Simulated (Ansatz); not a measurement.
Base system: ZnS in the wurtzite structure (space group P6_3mc, No. 186; a = 3.806 Å, c = 6.245 Å). Axes: x lies along a and z along c of the hexagonal cell.

All numbers come from r2SCAN/PAW in Ansatz (an electronic-structure program), no spin-orbit coupling.

Strains are applied to the cell and any free atomic positions relax; under biaxial strain the out-of-plane vector relaxes too.

One change was made to it. Results:

The electron mass goes from 0.18 mₑ along c, 0.21 mₑ across (at Γ) to 0.16 mₑ along c, 0.17 mₑ across (at Γ); the valence-band top at Γ (three highest levels, from the VBM) goes from 0.00, 0.00, -0.08 eV to 0.00, 0.00, -0.05 eV; the band gap drops by 0.77 eV, from 2.78 eV to 2.01 eV.

### Question
Which of these changes matches the shifts?
(A) biaxial strain +3.15 %, plane normal [001], relaxed out of plane
(B) isotropic strain +5.88 %
(C) biaxial strain −2.15 %, plane normal [001], relaxed out of plane

### Answer
B, isotropic strain +5.88 %. For comparison, the band gap in the other runs: biaxial strain +3.15 %, plane normal [001], relaxed out of plane gives 2.54 eV; biaxial strain −2.15 %, plane normal [001], relaxed out of plane gives 2.77 eV.

Masses are band curvatures over ±0.01 Å⁻¹ around the edge. Whether these cells are dynamically stable was not tested.
